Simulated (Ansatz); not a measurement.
## Equilibrium lattice constant a of InP (model structure, started from the h-BN type, P6₃/mmc, No. 194, 4 atoms in the cell) at several levels of theory

No measured value is used here.

```csv
level (code),value (Å)
PBE (Ansatz),(withheld)
PBEsol (Ansatz),4.429
PBE-D3(BJ) (Ansatz),4.427
```

**Question.** Complete the blanks.

**Answer.** 
- PBE (Ansatz, an electronic-structure program), value (Å): 4.467

Ansatz's density-functional and Hartree–Fock values are scalar-relativistic unless marked +SOC, with PAW data made under PBE.

A model structure was made by putting elements into a prototype or built by hand; it is no filed structure, need not be a known phase, and can be a saddle point held by its symmetry.
